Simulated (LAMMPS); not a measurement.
MD of GaAs (zinc blende) at zero pressure, 216 atoms, as a liquid; each row is its own run.

Method: classical MD, pair style bop, file GaAs.bop.table; code LAMMPS.

| T (K) | volume (Å³/atom) |
|---|---|
| 1200 | 21.099 |
| 1350 | 21.063 |
| 1500 | 21.250 |
| 1650 | 21.446 |
| 1880 | 21.901 |
| 2100 | 22.448 |
| 2400 | 23.668 |

### Question
Fit a straight line, y = a + b x, to these rows (x is the first column, y the second) and predict the run at x = 1950.

### Answer
Least squares gives a = 18.185 and b = 0.002118. At x = 1950 the fit predicts 22.314 Å³/atom. The run itself gave 21.97 ± 0.05 Å³/atom, so the fit is 1.6 % high.

Caution (row 1200): enthalpy drifts during the constant-pressure average: a transition or slow ageing; fluctuation values are void.

Caution: a run this short can hold a crystal over, or a liquid under, the potential's own melting point, which these runs don't give.

Caution: the real compound melts congruently only under the pressure of its own vapour and loses its more volatile element when open.
